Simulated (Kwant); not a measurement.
Device: wire with on-site disorder in a Ge (holes) two-dimensional gas. Effective mass 0.06 mₑ, grid spacing 6.2 nm, hard walls, nominal width 100 nm (17 grid rows, so walls 111.6 nm apart), one parabolic valley, scattering region 100 nm long along x; energies count from the band bottom; Fermi energy swept from 0.00031336 to 0.008476 eV. On-site energies in the scattering region are random, uniform within ±W/2, W = 0.03 eV, averaged over 12 samples.

Constants are typed, rounded textbook-type inputs, not results; the design itself was drawn at random and stands for no fabricated device.

Model: effective-mass tight-binding model on a square grid, one spin, coherent transport at 0 K (Kwant). Conductance is in e²/h.

### Question
How many channels do the leads carry at E = 5.99, 6.70, 7.06 meV?

### Answer
The hard-wall thresholds are n² ħ²π²/(2mW²) = n² × 0.503 meV with W = 111.6 nm. √(5.99/0.503) = 3.45, so 3. √(6.70/0.503) = 3.65, so 3. √(7.06/0.503) = 3.74, so 3.
